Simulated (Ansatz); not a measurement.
Bi_N in metastable zinc-blende AlN (start: the N site; 64-site cell, 2×2×2 shifted sampling). Method: PBE, PAW (plane waves to 420 eV; Ansatz, a program for electronic structure). Total energies of the localised charge states, counted from that of charge +1, and their image corrections (point charge with alignment); the host's valence-band maximum lies at 6.722 eV on the cells' energy zero and its gap is 3.31 eV.

| charge | moment (μB) | E − E(first) (eV) | correction (eV) |
|---|---|---|---|
| +1 | 1.0 | 0.000 | 0.755 |
| 0 | not spin-polarised | 8.965 | 0.000 |

Derive the transition levels above the valence-band maximum and say which of them are thermodynamic.

A level is the Fermi energy at which two charges have equal formation energy: ε(q/q′) = [E(q′) + corr(q′) − E(q) − corr(q)] / (q − q′) − E_VBM.
ε(+1/0) = [(8.965 + 0.000) − (0.000 + 0.755)] / 1 − 6.722 = 1.49 eV
Thermodynamic levels at least 0.1 eV inside the gap: (+1/0) at 1.49 eV. They hold to tenths of an eV in this cell. Only the charges listed were compared. At charge −1 the carrier sat in host band states, shallow at most. Flagged in the runs: a doubtful potential alignment.
